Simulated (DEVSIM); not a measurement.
Device: Pd/SiO2/p-Si capacitor, at 300 K.

| layer (left to right) | material | thickness (nm) | Na (cm⁻³) |
|---|---|---|---|
| 1 | SiO2 | 17.0 | - |
| 2 | Si | 15000 | 1.4e15 |

Metal gate on the left, work function 5.2 eV. Fixed charge at the semiconductor interface 0 cm⁻² (in units of +e); no interface traps.

Constants are typed, rounded textbook-type inputs, not results; the design itself was drawn at random and stands for no fabricated device. Values at 300 K.

```tsv
parameter	SiO2	Si
gap (eV)	9	1.124
affinity (eV)	0.9	4.05
permittivity	3.9	11.7
Nc (cm⁻³)	-	2.86e19
Nv (cm⁻³)	-	3.1e19
```

Simulated with DEVSIM: 1D Poisson equation in equilibrium, Boltzmann statistics, complete ionisation; no quantum confinement or tunnelling. Metal contacts follow the ideal Schottky-Mott rule: no Fermi-level pinning, no interface dipoles.

Problem. Give the band bending (positive: bands bend down) and minority sheet density.

Solution. 
```csv
Vg (V),ψs (V),minority carriers (cm⁻²)
-1.6,-0.236,< 1e8
-1.3,-0.226,< 1e8
-1,-0.214,< 1e8
-0.7,-0.198,< 1e8
-0.4,-0.176,< 1e8
-0.1,-0.139,< 1e8
0.2,-0.050,< 1e8
0.5,0.174,< 1e8
0.8,0.447,< 1e8
1.1,0.693,4.6e10
1.4,0.763,3.3e11
1.7,0.794,6.8e11
2,0.814,1.0e12
2.3,0.828,1.4e12
2.6,0.839,1.8e12
2.9,0.849,2.1e12
3.2,0.856,2.5e12
```
